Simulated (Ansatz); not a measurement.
Polymorphs of RbBr, PBEsol, rigid bands in Ansatz (an electronic-structure program); geometry: cell and atoms relaxed with PBEsol.
- Fm-3m, primitive cell of 2: a = b = c = 4.8387 Å, α = β = γ = 60.00°
- Pm-3m, primitive cell of 2: a = 4.073 Å, b = 4.073 Å, c = 4.073 Å, α = 90.00°, β = 90.00°, γ = 90.00°

| Space group | volume per atom (Å³) | band gap | electron conductivity mass | Seebeck coefficient, n-type 1e19 cm⁻³ |
|---|---|---|---|---|
| Fm-3m | 40.1 | 4.23 eV | 0.37 mₑ | … |
| Pm-3m | 33.8 | 4.04 eV | … | -159 μV/K |

Question: What belongs in the gaps?

Answer: 
- Fm-3m, Seebeck coefficient, n-type 1e19 cm⁻³: -178 μV/K
- Pm-3m, electron conductivity mass: 0.31 mₑ

Masses are for dilute carriers at 300 K, harmonic means over directions unless an axis is named. Seebeck coefficients are for the stated density at 300 K, with one relaxation time for all states and whether or not that doping can be reached. Spin-orbit coupling is left out.

Formula and space group known from diffraction (Crystallography Open Database), not checked to be the room-temperature form: RbBr (Fm-3m). Computed structure with no diffraction record at hand here (it may be known, metastable or hypothetical): RbBr (Pm-3m).
